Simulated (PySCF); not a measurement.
PySCF 2.14.0, BP86/def2-svp, df: W(S)2(Cl)2 ([S]=[W](=[S])([Cl])[Cl]), 5 atoms. The geometry is a generated start, not checked to be a minimum at this level.

```
Property                                            Result
-------------------------  -------------------------------
task                                                energy
method                                                bp86
basis                                             def2-svp
two-electron scheme                        density fitting
mol.max_memory                                     3000 MB
mf.max_cycle                                           100
mf.conv_tol                                1e-09 (default)
mf.grids.level                                 3 (default)
effective core potentials  those of the basis set, past Kr
basis functions                                        104
grid points                                          99832
```

```xyz
5

W     -0.0524     0.0006    -0.0067
S      1.4959     0.7806    -1.3205
S      1.0091    -0.8848     1.6730
Cl    -1.1716    -1.5379    -1.0489
Cl    -1.2810     1.6415     0.7031
```

Charge 0 and multiplicity 1 are set for this test and not shown to be the ground state.

With the defaults (mf.DIIS = CDIIS, mf.diis_space = 8, mf.diis = true, mf.damp = 0, mf.diis_start_cycle = 1, mf.init_guess = minao) it converges in 14 Fock builds. One run each on 2 threads, 1 BLAS thread, with these changes:
- mf.diis_space = 20
- mf.diis_space = 3
- mf.diis = false
- mf.diis = false, mf.damp = 0.7, mf.diis_start_cycle = 999
- mf.damp = 0.3, mf.diis_start_cycle = 4
- mf.init_guess = mod_huckel
- mf.DIIS = ADIIS
- mf.diis_space = 5
- mf.DIIS = EDIIS

Problem. Name the settings that don't reach the solution of the defaults.

Solution. No convergence: mf.DIIS = EDIIS; mf.diis_space = 3; mf.diis = false; mf.diis = false, mf.damp = 0.7, mf.diis_start_cycle = 999 (the run ends without SCF convergence in 100 cycles). The rest reach the solution of the defaults.

| setting | Fock builds | end |
|---|---|---|
| the defaults | 14 | same solution |
| mf.diis_space = 20 | 14 | same solution |
| mf.diis_space = 5 | 19 | same solution |
| mf.init_guess = mod_huckel | 19 | same solution |
| mf.damp = 0.3, mf.diis_start_cycle = 4 | 21 | same solution |
| mf.DIIS = ADIIS | 29 | same solution |
| mf.DIIS = EDIIS | 101 | no convergence |
| mf.diis_space = 3 | 101 | no convergence |
| mf.diis = false | 101 | no convergence |
| mf.diis = false, mf.damp = 0.7, mf.diis_start_cycle = 999 | 101 | no convergence |
